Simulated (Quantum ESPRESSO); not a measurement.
Worked example: self-consistent single point of Pt (Fm-3m, 1 atom in the cell) in Quantum ESPRESSO.

Method: PBE, spin-orbit coupling, PseudoDojo fully relativistic norm-conserving (PBE) pseudopotentials (plane waves; Quantum ESPRESSO 7.5).

```
CELL_PARAMETERS angstrom
      0.00000     2.00312     2.00312
      2.00312     0.00000     2.00312
      2.00312     2.00312     0.00000
ATOMIC_POSITIONS crystal
  Pt 0.00000 0.00000 0.00000
```

Reference input (self-consistent single point, DFT, PBE, plane waves, GBRV 1.5 ultrasoft (PBE) pseudopotentials): ecutwfc = 40 Ry; ecutrho = 320 Ry; occupations = smearing; smearing = fd; degauss = 0.0036749 Ry; potentials = {Pt: pt_pbe_v1.4.uspp.F.UPF}; K_POINTS = automatic 19 19 19 0 0 0; conv_thr = 1e-11 Ry; mixing_beta = 0.3. This run's input differs from it in these lines:

```diff
@@ -12,4 +12,3 @@
   ntyp = 1,
-  ecutwfc = 40,
-  ecutrho = 320,
+  ecutwfc = 85,
   occupations = 'smearing',
@@ -17,2 +16,4 @@
   degauss = 0.0036749,
+  noncolin = .true.,
+  lspinorb = .true.,
 /
@@ -23,3 +24,3 @@
 ATOMIC_SPECIES
-Pt   195.0840  pt_pbe_v1.4.uspp.F.UPF
+Pt   195.0840  Pt.upf
 ATOMIC_POSITIONS {crystal}
```

Log, with long lists cut:

```
     Self-consistent Calculation

     iteration #  1     ecut=    85.00 Ry     beta= 0.30

     Threshold (ethr) on eigenvalues was too large:
     Diagonalizing with lowered threshold

     total energy              =    -261.62715653 Ry
     estimated scf accuracy    <       0.08180074 Ry

     iteration #  2     ecut=    85.00 Ry     beta= 0.30

     total energy              =    -261.62991937 Ry
     estimated scf accuracy    <       0.01043321 Ry

     iteration #  3     ecut=    85.00 Ry     beta= 0.30

     total energy              =    -261.63132460 Ry
     estimated scf accuracy    <       0.00091074 Ry

   [... 5 blocks of this kind left out ...]

     iteration #  9     ecut=    85.00 Ry     beta= 0.30

     total energy              =    -261.63138632 Ry
     estimated scf accuracy    <          4.4E-11 Ry

     iteration # 10     ecut=    85.00 Ry     beta= 0.30
     End of self-consistent calculation

     Number of k-points >= 100: set verbosity='high' to print the bands.

     the Fermi energy is    21.7444 ev

!    total energy              =    -261.63138632 Ry
     estimated scf accuracy    <          2.2E-12 Ry
     smearing contrib. (-TS)   =      -0.00124602 Ry
     internal energy E=F+TS    =    -261.63014031 Ry

     convergence has been achieved in  10 iterations

     Forces acting on atoms (cartesian axes, Ry/au):

     atom    1 type  1   force =     0.00000000    0.00000000    0.00000000

     Total force =     0.000000     Total SCF correction =     0.000000

          total   stress  (Ry/bohr**3)                   (kbar)     P=      -56.71
  -0.00038551  -0.00000000  -0.00000000          -56.71       -0.00       -0.00
  -0.00000000  -0.00038551  -0.00000000           -0.00      -56.71       -0.00
  -0.00000000  -0.00000000  -0.00038551           -0.00       -0.00      -56.71

   JOB DONE.
```

The run converged in 10 iterations. Against the reference run the pressure goes from -7.77 to -5.67 GPa.

The starting cell comes from a database of computed structures (which also holds hypothetical and non-ambient phases and stackings), without a prior relaxation at this level. Its lattice was rescaled by a random factor within 2.5 % of one. With a pressure of about -6 GPa the cell is away from its equilibrium volume at this level.

Cost on one core of a shared machine: roughly 2 min.
